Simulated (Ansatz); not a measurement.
**Equilibrium lattice constant a of Cr₃RhB (model structure, started from the Mn3GaN type, Pm-3m, No. 221, 5 atoms in the cell) at several levels of theory**

No measured value is used here.

```csv
level (code),value (Å)
LDA (Ansatz),3.801
PBE (Ansatz),3.877
PBEsol (Ansatz),3.833
```

Spin-polarised start: LDA, PBE, PBEsol. LDA, PBE, PBEsol: the starting moments vanished in the run, and other orders were not tried. Ansatz's density-functional and Hartree–Fock values are scalar-relativistic unless marked +SOC, with PAW data made under PBE.

A model structure was made by putting elements into a prototype or built by hand; it is no filed structure, need not be a known phase, and can be a saddle point held by its symmetry.

Ansatz is a program for electronic structure.
